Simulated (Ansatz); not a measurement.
Si (diamond structure), cut as (110) film, 18 layers, ended by OH. Cell contents Si36O4H4; atoms relaxed. k-points: Γ-centred 5×7×1 mesh; occupations: Fermi-Dirac, 0.020 eV; spin polarisation not allowed. Scalar-relativistic, no spin-orbit coupling.

 The in-plane lattice is held at the bulk value.

Task: What electronic structure (gap or metallic character, levels against vacuum) does PBE run with Ansatz (a first-principles code) give?

Result: 
- electronic character = not metallic
- Kohn-Sham band gap = 0.69 eV
- depth of the highest filled level under the vacuum level = 5.42 eV
- depth of the lowest empty level under the vacuum level = 4.73 eV
- change of bonding against the cut = none
- number of neighbours within 2.842 Å (ending not counted) = 3 for 4 atoms, 4 for 32 atoms
- mean Si-Si distance (least to greatest) = 2.371 Å (2.367 to 2.392)
